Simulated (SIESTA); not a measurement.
Band structure of Cu₂SiSe₃ (Cc, 12 atoms in the cell).

```xyz
12
Lattice="3.3355 -5.8618 0.0000 3.3355 5.8618 0.0000 -2.1177 0.0000 6.3413" Properties=species:S:1:pos:R:3 pbc="T T T"
Si     2.4211     4.8670     3.3249
Si     3.4800    -4.8670     0.1542
Cu     2.3512    -2.9872     3.1873
Cu     3.4101     2.9872     0.0166
Cu     2.2958     1.0200     3.1717
Cu     3.3546    -1.0200     0.0010
Se     2.3158     0.9935     0.7773
Se     1.2569    -0.9935     3.9479
Se     1.2804     3.0255     3.9752
Se     2.3392    -3.0255     0.8045
Se     5.6356    -0.9208     0.9192
Se     4.5768     0.9208     4.0898
```

Method of the run: GGA PBEsol, numerical atomic orbitals DZP, PseudoDojo PBEsol standard norm-conserving potentials (rewritten from UPF to PSML) (SIESTA).

Settings: XC.functional = GGA; XC.authors = PBEsol; potentials = PseudoDojo PBEsol standard; PAO.BasisSize = DZP; PAO.EnergyShift = 0.01 Ry; MeshCutoff = 400 Ry; kgrid.MonkhorstPack = 2 2 2 shifted by 0.5 0.5 0.5; OccupationFunction = MP; OccupationMPOrder = 0; ElectronicTemperature = 0.02 eV; MaxSCFIterations = 150; SCF.Mixer.Method = Pulay; SCF.Mixer.Weight = 0.1; SCF.Mixer.History = 8.

The starting cell comes from a database of computed structures (which also holds hypothetical and non-ambient phases and stackings), without a prior relaxation at this level. Values carry the incompleteness of an atom-centred basis.

### Question
Predict the gap along the standard path and the places of the band edges.

### Answer
The gap along the path is 0.43 eV, direct at Γ to within 0.01 eV.

Levels in eV from the top of the valence band on the path, bands 87 to 91:
```tsv
point	87	88	89	90	91
Γ	-0.72	-0.15	-0.10	0.00	0.43
Y	-0.88	-0.85	-0.36	-0.32	1.12
F	-1.04	-0.99	-0.76	-0.47	1.52
H	-1.04	-0.59	-0.50	-0.23	1.07
Z	-0.49	-0.49	-0.42	-0.42	1.43
I	-1.06	-1.06	-0.85	-0.85	1.76
F1	-1.04	-0.99	-0.76	-0.47	1.52
H1	-1.04	-0.59	-0.50	-0.23	1.07
Y1	-0.88	-0.85	-0.36	-0.32	1.12
X	-1.15	-0.62	-0.30	-0.08	0.84
N	-0.99	-0.93	-0.72	-0.26	1.38
M	-0.94	-0.87	-0.65	-0.43	1.07
```

Higher empty bands are left out: an atom-centred basis made for the valence describes them poorly.
